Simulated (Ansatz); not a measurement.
The parent structure is BaF$_{2}$ in the fluorite structure (space group Fm-3m, No. 225; a = 6.246 Å).

(Cell as relaxed with PBE.)

Levels (all Ansatz, an electronic-structure program, PAW): PBE (420 eV, no SOC); PBEsol (420 eV, no SOC).

Each level relaxes its own structure.

| base | PBE | PBEsol |
|---|---|---|
| volume per atom | 20.31 Å³ | 19.27 Å³ |
| lattice parameter a | 6.246 Å | 6.137 Å |
| band gap | 6.73 eV | 6.83 eV |

The change: a hydrostatic pressure of 50 GPa.

```json
[
 {"quantity": "lattice parameter a", "PBE": "5.505 Å", "PBEsol": "[?]"},
 {"quantity": "valley order (the lowest conduction-band minima on the path, energy above the VBM, named in the base's zone)", "PBE": "X along ⟨100⟩ 7.44 eV; Γ 8.13 eV", "PBEsol": "[?]"},
 {"quantity": "shift of the gap caused by the change", "PBE": "+0.71 eV", "PBEsol": "[?]"}
]
```

Q: Predict the PBEsol column.

A: 
- lattice parameter a, PBEsol: 5.459 Å
- valley order (the lowest conduction-band minima on the path, energy above the VBM, named in the base's zone), PBEsol: X along ⟨100⟩ 7.20 eV; Γ 7.90 eV
- shift of the gap caused by the change, PBEsol: +0.38 eV

PBE's lattice parameter a lies 0.046 Å above PBEsol's (0.8 %); both order the valleys alike; PBE's shift of the gap caused by the change lies 0.339 eV above PBEsol's. Neither level is exact; PBEsol is the comparison here, not a measurement.

Load acts through the strain it causes; cell and atoms are relaxed under it. Stability against distortions was not tested. Competing high-pressure phases were not computed.
